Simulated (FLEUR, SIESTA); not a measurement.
A FLEUR input for a self-consistent single point of ZrS (Fm-3m, 2 atoms in the cell) (DFT, PBEsol+U, all-electron FLAPW (FLEUR), scalar-relativistic valence):

Input of the input generator:

```
ZrS FLAPW
&input film=f /
-0.0000000000 4.9577153852 4.9577153852
4.9577153852 -0.0000000000 4.9577153852
4.9577153852 4.9577153852 -0.0000000000
1.0
1.0 1.0 1.0

2
40 0.0000000000 0.0000000000 0.0000000000
16 0.5000000000 0.5000000000 0.5000000000

&comp jspins=1 /
&exco xctyp='PBEs' /
&kpt div1=11 div2=11 div3=11 /
&end /
```

```xml
<?xml version="1.0" encoding="UTF-8" standalone="no"?>
<fleurInput fleurInputVersion="0.39">
   <comment>
      ZrS FLAPW                                                                                           
   </comment>
   <calculationSetup>
      <cutoffs Kmax="4.4" Gmax="17.6" GmaxXC="17.6" numbands="0"/>
      <scfLoop itmax="100" minDistance="0.00001" maxIterBroyd="99" imix="Anderson" alpha="0.05" precondParam="0.0" spinf="2.0"/>
      <coreElectrons ctail="T" frcor="F" kcrel="0" coretail_lmax="0"/>
      <xcFunctional name="PBEs" relativisticCorrections="F"/>
      <magnetism jspins="1"/>
      <soc l_soc="F" theta="0.0" phi="0.0" spav="F"/>
      <expertModes spex="0" secvar="F"/>
      <geometryOptimization l_f="T" forcealpha="1.0" forcemix="BFGS" epsdisp="0.00001" epsforce="0.00001"/>
      <ldaU l_linMix="F" mixParam="0.05" spinf="1.0"/>
   </calculationSetup>
   <cell>
      <bzIntegration valenceElectrons="18.0" mode="gauss" fermiSmearingEnergy="0.00999582">
         <kPointListSelection listName="default-1"/>
         <!-- k-points included here -->
         <xi:include xmlns:xi="http://www.w3.org/2001/XInclude" href="kpts.xml"> </xi:include>
      </bzIntegration>
      <!-- symmetry operations included here -->
      <xi:include xmlns:xi="http://www.w3.org/2001/XInclude" href="sym.xml"> </xi:include>
      <bulkLattice scale="1.0">
         <bravaisMatrix>
            <row-1>    0.0000000000000000     4.9577153852000002     4.9577153852000002</row-1>
            <row-2>    4.9577153852000002     0.0000000000000000     4.9577153852000002</row-2>
            <row-3>    4.9577153852000002     4.9577153852000002     0.0000000000000000</row-3>
         </bravaisMatrix>
      </bulkLattice>
   </cell>
   <atomSpecies>
      <species name="Zirconium (Zr)" element="Zr" atomicNumber="40">
         <mtSphere radius="2.68" gridPoints="925" logIncrement="0.014"/>
         <atomicCutoffs lmax="10" lnonsphr="8"/>
         <electronConfig flipSpins="F">
            <coreConfig>(1s1/2) (2s1/2) (2p1/2) (2p3/2) (3s1/2) (3p1/2) (3p3/2) (3d3/2) (3d5/2)</coreConfig>
            <valenceConfig>(4s1/2) (4p1/2) (4p3/2) (5s1/2) (4d3/2) (4d5/2)</valenceConfig>
            <stateOccupation state="(4d3/2)" spinUp="0.4" spinDown="0.4"/>
            <stateOccupation state="(4d5/2)" spinUp="0.6" spinDown="0.6"/>
         </electronConfig>
         <energyParameters s="5" p="5" d="4" f="4"/>
         <ldaU l="2" U="1.0" J="0.0" l_amf="F"/>
         <lo type="SCLO" l="0" n="4" eDeriv="0"/>
         <lo type="SCLO" l="1" n="4" eDeriv="0"/>
      </species>
      <species name="Sulfur (S)" element="S" atomicNumber="16">
         <mtSphere radius="1.83" gridPoints="631" logIncrement="0.018"/>
         <atomicCutoffs lmax="8" lnonsphr="6"/>
         <electronConfig flipSpins="F">
            <coreConfig>(1s1/2) (2s1/2) (2p1/2) (2p3/2)</coreConfig>
            <valenceConfig>(3s1/2) (3p1/2) (3p3/2)</valenceConfig>
            <stateOccupation state="(3p1/2)" spinUp="0.6666666666667" spinDown="0.6666666666667"/>
            <stateOccupation state="(3p3/2)" spinUp="1.3333333333333" spinDown="1.3333333333333"/>
         </electronConfig>
         <energyParameters s="3" p="3" d="3" f="4"/>
      </species>
   </atomSpecies>
   <atomGroups>
      <atomGroup species="Zirconium (Zr)">
         <relPos label="                   1">.0000000000 .0000000000 .0000000000</relPos>
         <force calculate="T" relaxXYZ="TTT"/>
      </atomGroup>
      <atomGroup species="Sulfur (S)">
         <relPos label="                   2">1.000/2.000 1.000/2.000 1.000/2.000</relPos>
         <force calculate="T" relaxXYZ="TTT"/>
      </atomGroup>
   </atomGroups>
   <output dos="F" band="F" slice="F">
      <checks vchk="F" cdinf="F"/>
      <bandDOS minEnergy="-.5*Htr" maxEnergy="0.5*Htr" sigma="0.015" storeEVData="T"/>
      <vacuumDOS vacdos="F" integ="F" star="F" nstars="0" locx1="0.0" locy1="0.0" locx2="0.0" locy2="0.0" nstm="0" tworkf="0.0"/>
      <unfoldingBand unfoldBand="F" supercellX="1" supercellY="1" supercellZ="1"/>
      <plotting iplot="0" polar="F">
         <plot TwoD="T" vec1="  1.0  0.0  0.0" vec2="  0.0  1.0  0.0" vec3="  0.0  0.0  1.0" zero="  0.0  0.0  0.0" file="plot"/>
      </plotting>
      <chargeDensitySlicing numkpt="0" minEigenval="0.0" maxEigenval="0.0" nnne="0" pallst="F"/>
      <specialOutput eonly="F"/>
      <magneticCircularDichroism mcd="F" energyLo="-10.0" energyUp="0.0"/>
   </output>
  <!-- We include the file relax.xml here to enable relaxations (see documentation) -->
  <xi:include xmlns:xi="http://www.w3.org/2001/XInclude" href="relax.xml"> <xi:fallback/> </xi:include>
</fleurInput>
```

Q: Write the same calculation as an input for SIESTA.

A: One input that does it (others would too):

```
# files in the folder: Zr.psml S.psml (PseudoDojo PBEsol standard)
SystemName  ZrS
SystemLabel ZrS

NumberOfAtoms                2
NumberOfSpecies              2
%block ChemicalSpeciesLabel
  1 40 Zr
  2 16 S
%endblock ChemicalSpeciesLabel
LatticeConstant              1.0 Ang
%block LatticeVectors
     0.000000000    2.623510000    2.623510000
     2.623510000    0.000000000    2.623510000
     2.623510000    2.623510000    0.000000000
%endblock LatticeVectors
AtomicCoordinatesFormat      Fractional
%block AtomicCoordinatesAndAtomicSpecies
     0.000000000    0.000000000    0.000000000  1
     0.500000000    0.500000000    0.500000000  2
%endblock AtomicCoordinatesAndAtomicSpecies

XC.functional                GGA
XC.authors                   PBEsol
PAO.BasisSize                DZP
PAO.EnergyShift              0.01 Ry
MeshCutoff                   350 Ry
%block kgrid.MonkhorstPack
   11   0   0  0.0
    0  11   0  0.0
    0   0  11  0.0
%endblock kgrid.MonkhorstPack
OccupationFunction           MP
OccupationMPOrder            0
ElectronicTemperature        3156.43 K
DFTU.ProjectorGenerationMethod 2
DFTU.CutoffNorm              0.9
DFTU.FirstIteration          true
%block DFTU.proj
  Zr 1
  n=4 2
  1.00 0.00
  0.00 0.00
%endblock DFTU.proj

MaxSCFIterations             150
SCF.Mixer.Method             Broyden
SCF.Mixer.Weight             0.2
SCF.Mixer.History            6
SCF.DM.Tolerance             1.0E-05
Diag.ParallelOverK           true
WriteForces                  true
```

Basis settings and potentials, where a program has them, do not carry over. This input uses DFT, GGA PBEsol+U, numerical atomic orbitals DZP, PseudoDojo PBEsol standard norm-conserving potentials (rewritten from UPF to PSML).

The starting cell comes from a database of computed structures (which also holds hypothetical and non-ambient phases and stackings), without a prior relaxation at this level.
